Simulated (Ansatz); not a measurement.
How the band gap of C (model structure, started from the Ge type, P4₃2₁2, No. 96, 12 atoms in the cell) moves with the method

No measured value is used here.

```tsv
level (code)	value (eV)	cell (Å³/atom)
LDA (Ansatz)	4.97 (indirect)	5.45
PBEsol (Ansatz)	4.91 (indirect)	5.54
r²SCAN (Ansatz)	5.37 (indirect)	5.61
r²SCAN+rVV10 (Ansatz)	5.36 (indirect)	5.60
HSE06 (Ansatz)	6.28 (indirect)	5.54
```

Computed values are for a static lattice.  Values are at the level's own equilibrium cell; HSE06 at the PBEsol cell. Cutoffs and k meshes differ between the levels. Ansatz's density-functional and Hartree–Fock values are scalar-relativistic unless marked +SOC, with PAW data made under PBE.

A model structure was made by putting elements into a prototype or built by hand; it is no filed structure, need not be a known phase, and can be a saddle point held by its symmetry.

Ansatz is a first-principles code.
